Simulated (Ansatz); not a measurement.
Start from Ce in the fcc (Cu type) structure (space group Fm-3m, No. 225).

```cif
data_Ce4
_chemical_formula_sum 'Ce4'
_space_group_name_H-M_alt 'Fm-3m'
_space_group_IT_number 225
_space_group_name_Hall '-F 4 2 3'
_cell_length_a 4.66405
_cell_length_b 4.66405
_cell_length_c 4.66405
_cell_angle_alpha 90.000
_cell_angle_beta 90.000
_cell_angle_gamma 90.000
loop_
_atom_site_label
_atom_site_type_symbol
_atom_site_symmetry_multiplicity
_atom_site_Wyckoff_symbol
_atom_site_fract_x
_atom_site_fract_y
_atom_site_fract_z
_atom_site_occupancy
Ce1 Ce 4 a 0.00000 0.00000 0.00000 1
```
(The calculation used a cell of 1 atom; values per cell refer to that cell.)

All numbers come from Ansatz (a program for electronic structure), r2SCAN, PAW, cutoff 500 eV, spin-orbit coupling left out.

For the base:

- Lattice parameter a = 4.664 Å
- Band gap = zero

Now apply this change: a hydrostatic pressure of 3 GPa.

### Question
Predict the new lattice parameter a and band gap.

### Answer
The lattice parameter a decreases by 0.091 Å (4.664 Å → 4.573 Å); the band gap is still zero.

Open 4f shells without U are poorly described, and the f state was not checked. Load acts through the strain it causes; cell and atoms are relaxed under it. No phonon test of stability was made. Starting moments died away, wholly or in part, for the base; another magnetic solution may exist. All final runs are without spin polarisation.
